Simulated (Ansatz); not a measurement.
Levels about the gap of amorphous Ti$_{20}$O$_{41}$Be (62 atoms in a cell of 788 Å³, 3.42 g/cm³; zone centre alone, so wide bands show as single levels with stretches between that a denser mesh fills), at the geometry that PBE relaxed, where it gives 0.0 GPa on a denser mesh. Exact exchange is cut at the faces of this small cell, which leaves a finite-size error. The participation number counts the atoms over which a state spreads; weights are charges in smoothed Voronoi cells. The levels come from a single point, so bond lengths are those of that geometry. Method of the levels: HSE06, scalar-relativistic without spin-orbit coupling (Ansatz, a first-principles code). Sampling: the zone centre alone; Fermi-Dirac width 0.02 eV; no spin polarisation.

A CHGNet melt-quench gave the starting glass, which DFT then relaxed. O atoms were pushed apart under 1.9 Å during the dynamics, to hinder bonds among them. The hot cell started wider than the set density and was brought back towards it in steps. It is the lowest in DFT energy of 2 quenches. It is a model cell: composition and starting density were chosen by hand, and all elements were melted together. No dispersion term was used. Its density started from a set value of 3.58 and ended at 3.42 g/cm³. The simulated quench (nominally 240 K/ps over its main leg) is rapid and tends to freeze in more defects than a deposited or slowly cooled glass has. A cell of this size samples the disorder only roughly. Volume and shape were free in the relaxation.

```csv
"E - E(highest filled), eV",filling,participation number,largest on,weight O,weight Ti,weight Be
-0.28,filled,24.9,"O, 2 neighbours",0.92,0.07,0.01
-0.27,filled,19.9,"O, 2 neighbours",0.93,0.07,0.00
-0.24,filled,23.3,"O, 2 neighbours",0.93,0.07,0.00
-0.16,filled,15.5,"O, 2 neighbours",0.93,0.07,0.00
-0.15,filled,14.1,"O, 2 neighbours",0.93,0.07,0.00
-0.06,filled,14.9,"O, 2 neighbours",0.92,0.07,0.01
0.00,filled,15.8,"O, 3 neighbours",0.93,0.06,0.00
4.19,empty,9.0,"Ti, 6 neighbours",0.19,0.81,0.00
4.28,empty,11.5,"Ti, 5 neighbours",0.20,0.80,0.00
4.39,empty,17.3,"Ti, 5 neighbours",0.18,0.82,0.00
4.40,empty,13.9,"Ti, 6 neighbours",0.18,0.82,0.00
4.45,empty,11.6,"Ti, 6 neighbours",0.19,0.81,0.00
4.56,empty,10.8,"Ti, 6 neighbours",0.19,0.81,0.00
4.62,empty,15.6,"Ti, 5 neighbours",0.19,0.81,0.00
```

Most localised among these is the empty level at +4.19 eV, on a Ti atom, which has 6 neighbours (O 1.92 Å, O 1.94 Å, O 1.95 Å, O 1.97 Å, O 1.98 Å, O 2.07 Å).
